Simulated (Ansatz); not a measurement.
All values below come from PBE (plane waves to 420 eV, PAW; Ansatz, a first-principles code).

Electrostatic potential energy of an electron, averaged over planes parallel to the surface, in eV from the Fermi level, for H on the 1x1 (111) surface of fcc Pt, one in a 1x1 cell, started at the site 'hollow Pt-Pt-Pt over Pt at depth 2.3 Å':

| z (Å) | V (eV) |
|---|---|
| 5.20 | 5.66 |
| 5.49 | 5.66 |
| 5.78 | 5.66 |
| 6.07 | 5.66 |
| 6.36 | 5.65 |
| 6.64 | 5.64 |
| 6.93 | 5.62 |
| 7.22 | 5.56 |
| 7.51 | 5.44 |
| 7.80 | 5.16 |
| 8.09 | 4.52 |
| 8.38 | 3.03 |
| 8.67 | -0.73 |
| 8.96 | -9.47 |
| 9.24 | -18.83 |
| 9.53 | -23.29 |
| 9.82 | -20.46 |
| 10.11 | -11.98 |
| 10.40 | -2.98 |
| 10.69 | 0.25 |
| 10.98 | -2.10 |
| 11.27 | -10.48 |
| 11.56 | -19.48 |
| 11.84 | -23.56 |
| 12.13 | -20.51 |
| 12.42 | -12.00 |
| 12.71 | -3.12 |
| 13.00 | 0.00 |
| 13.29 | -2.53 |
| 13.58 | -11.09 |
| 13.87 | -19.89 |
| 14.16 | -23.54 |
| 14.44 | -20.03 |
| 14.73 | -11.25 |
| 15.02 | -2.45 |
| 15.31 | 0.70 |
| 15.60 | -0.82 |
| 15.89 | -8.23 |
| 16.18 | -17.91 |
| 16.47 | -23.52 |
| 16.76 | -22.31 |
| 17.04 | -15.33 |
| 17.33 | -7.79 |
| 17.62 | -1.86 |
| 17.91 | 2.43 |
| 18.20 | 4.01 |
| 18.49 | 4.68 |
| 18.78 | 4.96 |
| 19.07 | 5.07 |
| 19.36 | 5.12 |
| 19.64 | 5.14 |
| 19.93 | 5.15 |
| 20.22 | 5.15 |
| 20.51 | 5.15 |
| 20.80 | 5.15 |
| 21.09 | 5.15 |
| 21.38 | 5.15 |
| 21.67 | 5.15 |
| 21.96 | 5.15 |

Slab: 5 atoms, 6.9 Å thick at the start under the adsorbate (thin: gaps and levels are the slab's own); k 12x12x1, smearing 0.1 eV, dipole-corrected; 2 atoms held, the rest relaxed; start symmetry kept, larger cells not searched; no spin, no spin-orbit, no U, no dispersion correction. At the end it is bonded to 3 Pt. In PBE this state lies 0.06 eV over the lowest of the starts that converged ('hollow Pt-Pt-Pt over Pt at depth 4.6 Å').

Q: The surface cell has an area of 6.82 Å². What dipole along the normal does the step between the two vacuum levels imply?

A: the top vacuum level lies 0.51 eV below the bottom one; p = −ε₀ A ΔV (ε₀ = 0.005526 e/(V·Å)) gives 0.02 e·Å a cell.
